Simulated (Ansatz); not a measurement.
Start from Cu3N (space group Pm-3m, No. 221; a = 3.7649 Å). Axes: x, y, z lie along the cube axes.

The values are results of Kohn–Sham DFT with the PBEsol functional, run in Ansatz (an electronic-structure program) with PAW and 420 eV plane waves, no spin-orbit coupling, not measurements.

Base values:

The volume per atom is 13.34 Å³.

Perturbation: biaxial strain −2.40 %, plane normal [001], relaxed out of plane (Cartesian); in-plane vectors clamped, the third vector and the atoms free.

### Question
Estimate the effect on the energy relative to the base.

### Answer
The energy grows by 17 meV/atom.

### Question
Predict the new volume per atom.

### Answer
The volume per atom shrinks by 0.49 Å³ to 12.85 Å³.

Whether these cells are dynamically stable was not tested. All final runs are without spin polarisation.
